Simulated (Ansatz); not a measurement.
**Defect calculation: Sb on the Si site + 1 H in silicon**

These are PBE, PAW (plane waves to 420 eV; Ansatz, a first-principles code) values and carry that method's errors. The supercell holds 64 host sites (2×2×2 repeats of the unit cell), with a 2×2×2 shifted k-point sampling for the final energies. Sites at the start: the Si site; H antibonding at the neighbour. Energies of charged states are corrected for periodic images (point charge plus alignment at distant sites). Dielectric constants: PBE linear response of the host. Host gap at this level: 0.61 eV. A cell of this size leaves errors of a few tenths of an eV. The semilocal functional narrows the gap, so deep levels can fall outside it. Spin–orbit coupling is left out, which matters for these heavy elements. Each state is the lowest found from its start.

Formation energies E_f are given with the Fermi level at the valence-band maximum. Chemical conditions: host crystal and elements as references (Δμ(Si) = 0.00 eV, Δμ(Sb) = 0.00 eV, Δμ(H) = 0.00 eV; Sb taken from its element, since no compound that bounds it was computed at this level; H taken from its element, since no compound that bounds it was computed at this level; only phases computed here count, gases as isolated molecules at 0 K). Reference phases: H: H2 molecule in a box, Sb: rhombohedral Sb, Si: silicon.

```json
[
 {"charge": "+1†", "moment (μB)": "quenched", "point group": "–", "largest move off a lattice site (Å)": "0.73", "image correction with alignment (eV)": "0.27", "E_f, host crystal and elements as references (eV)": "–"},
 {"charge": "0", "moment (μB)": "not spin-polarised", "point group": "C3v", "largest move off a lattice site (Å)": "0.71", "image correction with alignment (eV)": "0.00", "E_f, host crystal and elements as references (eV)": "1.45"},
 {"charge": "−1†", "moment (μB)": "fractional", "point group": "–", "largest move off a lattice site (Å)": "0.72", "image correction with alignment (eV)": "-0.08", "E_f, host crystal and elements as references (eV)": "–"}
]
```

† Not settled in this cell, so no level is given: charge +1: a level filled in part, carriers not clearly localised, level within 0.1 eV of a band edge or past it; charge −1: fractional moment, a level filled in part, carriers not clearly localised, level within 0.1 eV of a band edge or past it.

Point groups are those of the whole cell at tolerances of 0.03 and 0.1 Å ("near" where only the looser one holds); none is given for unsettled states.

Starting moments that weren't kept: charge +1 began with 1 μB and ended with 0.0.

No other site or start that was run ended lower by more than 0.1 eV.

Flagged in the runs: a doubtful potential alignment.
